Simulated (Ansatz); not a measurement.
Effect of biaxial strain +2.50 %, plane normal [111], relaxed out of plane on Si

The parent structure is Si in the diamond structure (space group Fd-3m, No. 227; a = 5.402 Å). Axes: x, y, z lie along the cube axes.

The change: tensile biaxial strain of 2.50 % in the plane normal to [111], as in epitaxy on a mismatched substrate; the out-of-plane cell vector and the atoms relax.

All numbers come from LDA (Ansatz, a first-principles code), spin-orbit coupling left out. k-mesh 11×11×11 (Γ-centred); smearing 0.05 eV (Fermi–Dirac).

The volume per atom grows by 0.769 Å³, from 19.71 Å³ to 20.47 Å³ and the space group changes from Fd-3m (No. 227) to R-3m (No. 166). The shortest interatomic distance rises by 0.003 Å, from 2.339 Å to 2.342 Å and the energy goes up by 16 meV/atom. The pressure (mean of the normal stresses, compression positive) shrinks by 3.398 GPa, from -0.01 GPa to -3.40 GPa and the band gap decreases by 0.18 eV, from 0.45 eV to 0.27 eV. The gap character is indirect, Γ → F–Γ (13 % along) and the smallest direct gap decreases by 0.336 eV to 2.20 eV. The hole mass comes out as 0.11 mₑ out of plane, 0.48 mₑ in plane (at Γ) and the valence-band top at Γ (three highest levels, from the VBM) becomes 0.00, -0.29, -0.29 eV (base: 0.00, 0.00, 0.00 eV). The out-of-plane strain amounts to -1.11 % and the ratio −ε⊥/ε∥ comes out as 0.44. The mean in-plane stress (compression positive) amounts to -5.1 GPa.

Final structure (turned so that z lies along the plane normal):

```yaml
crystal:
  lattice:
    - [3.91535, 0.00000, 0.00000]
    - [1.95768, 3.39080, 0.00000]
    - [1.95768, -1.13027, 3.08442]
  atoms:
    - { symbol: Si, position: [0.00310, 0.99845, 0.99535] }
    - { symbol: Si, position: [0.49690, 0.25155, 0.75465] }
```

Cost of the whole job for the changed cell (relaxation, final SCF and bands): very roughly 28 core-seconds.

Masses are band curvatures over ±0.01 Å⁻¹ around the edge. Whether these cells are dynamically stable was not tested. A zero or small gap of Si under biaxial strain +2.50 %, plane normal [111], relaxed out of plane can be the functional's error rather than a property of the material. k-point labels follow each cell's own Brillouin zone.
